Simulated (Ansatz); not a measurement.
A constructed model of the (0001) surface of hcp Ru, (√3x√3)R30° surface alloy, Pb on one Ru site of the top plane (bottom of the slab: a bare face, its two planes held)

The numbers are results of PBE (plane waves to 420 eV, PAW; Ansatz, a quantum-chemistry and plane-wave program), not measurements.

Model: 18-atom slab, 10.7 Å thick at the start with caps and adatoms (thin: gaps and levels are the slab's own), 9x9x1 mesh, Fermi-Dirac 0.1 eV, dipole correction, 6 atoms held, the rest relaxed; start symmetry kept, larger cells not searched; no spin, no spin-orbit, no U. It is one candidate, not shown to be the stable structure of the face.

- work function of the top face: 3.87 eV
- energy released by relaxation: 1.40 eV
- cost: roughly 6 core-minutes
